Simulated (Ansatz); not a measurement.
CsGeI3: element substitutions

Start from CsGeI3 (space group R3m, No. 160; a = 8.447 Å, c = 10.844 Å (hexagonal axes)).

Each row replaces one element on all its sites; cell and atoms are relaxed.

The values are results of r2SCAN in Ansatz (plane waves to 500 eV, PAW, no SOC), not measurements.

**Question.** Only one of these has no band gap. Which?
(A) Ge → Si
(B) I → Cl
(C) Cs → La

**Answer.** C, Cs → La. Computed: Ge → Si: 0.73 eV; Cs → La: zero; I → Cl: 2.38 eV

Spin-orbit coupling, missing from the scalar runs, can matter with I. No phonon test of stability was made. As relaxed here, LaGeI3 is a hypothetical phase, not in the database extracts checked. For CsSiI3 and CsGeCl3 in this form, whether it has been made was not checked. The base started in Cm and relaxed to R3m at this level. All final runs are without spin polarisation.

Ansatz is a program for electronic structure.
